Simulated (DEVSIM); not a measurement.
System: illuminated Si p-on-n cell, one wavelength, with a back-surface field, at 300 K.

Layer 1 from the left is Si, thickness (μm) 0.0770, Na (cm⁻³) 1.1e19, τn (s) 4.2e-8, τp (s) 6.2e-8, absorption coefficient (cm⁻¹) 280. Layer 2 from the left is Si, thickness (μm) 59.0, Nd (cm⁻³) 8.9e15, τn (s) 1e-6, τp (s) 1e-6, absorption coefficient (cm⁻¹) 280. Layer 3 from the left is Si, thickness (μm) 0.220, Nd (cm⁻³) 3.4e18, τn (s) 1e-6, τp (s) 1e-6, absorption coefficient (cm⁻¹) 280.

Left contact: ohmic, minority electron recombination velocity 500 cm/s. Right contact: ohmic, minority hole recombination velocity 400 cm/s. Voltage is applied to the left contact. Recombination: SRH at mid-gap, radiative, Auger. Light enters at the left, 2.5e17 photons cm⁻² s⁻¹, one pass, no reflection. Mobility is constant in doping.

The device is made up for the run: typed textbook-type constants, with dimensions and the other settings drawn at random. Values at 300 K.

Si: gap (eV) 1.124, affinity (eV) 4.05, permittivity 11.7, Nc (cm⁻³) 2.86e19, Nv (cm⁻³) 3.1e19, μn (cm²/Vs) 1417, μp (cm²/Vs) 470, B (cm³/s) 4.7e-15, Cn (cm⁶/s) 2.8e-31, Cp (cm⁶/s) 9.9e-32.

Model (solved in DEVSIM): 1D drift-diffusion, Boltzmann statistics, complete ionisation; no tunnelling, impact ionisation, image-force lowering or self-heating.

Dark forward current:

| |V| (V) | |J| (A/cm²) |
|---|---|
| 0.05 | 4.532e-9 |
| 0.10 | 1.627e-8 |
| 0.15 | 4.953e-8 |
| 0.20 | 1.501e-7 |
| 0.25 | 4.879e-7 |
| 0.30 | 1.824e-6 |
| 0.35 | 8.256e-6 |
| 0.40 | 4.475e-5 |
| 0.45 | 0.0002741 |
| 0.50 | 0.001791 |
| 0.55 | 0.01204 |
| 0.60 | 0.08068 |
| 0.65 | 0.4934 |
| 0.70 | 2.232 |
| 0.75 | 7.106 |
| 0.80 | 19.57 |
| 0.85 | 52.52 |
| 0.90 | 145.1 |
| 0.95 | 457.1 |
| 1.00 | 1621 |
| 1.05 | 4669 |

Task: Work out the local ideality factor n = ΔV / (kT/q · ln(J2/J1)) between the rows 0.15 and 0.20 V, 0.50 and 0.55 V, 1.00 and 1.05 V.

Result: kT/q = 25.85 mV. From 0.15 to 0.20 V: ln(1.501e-7/4.953e-8) = 1.109, n = 1.74. From 0.50 to 0.55 V: ln(0.01204/0.001791) = 1.905, n = 1.02, near the 1 of diffusion or emission over a barrier. From 1.00 to 1.05 V: ln(4669/1621) = 1.058, n = 1.83.

Task: What current could the absorbed light give at most, and what share is collected?

Result: Σ αd = 1.66, so qΦ(1 − exp(−Σ αd)) = 32.4 mA/cm². The simulated short-circuit current is 20.94 mA/cm², a share of 0.65.

Task: Estimate the open-circuit voltage by superposition: the voltage at which the dark current equals that short-circuit current.

Result: Interpolating ln J in the table gives 0.565 V. The simulation gives 0.564 V, the same within the digits that matter. Superposition holds where collection doesn't change with voltage.

Task: Estimate the fill factor from FF0 = (v − ln(v + 0.72))/(v + 1), v = qVoc/(nkT), with n from the dark curve.

Result: The rows about Voc, 0.55 and 0.60 V, give n = 1.02, so v = 21.5 and FF0 = 0.817. The simulation gives 0.814, the same within the digits that matter.
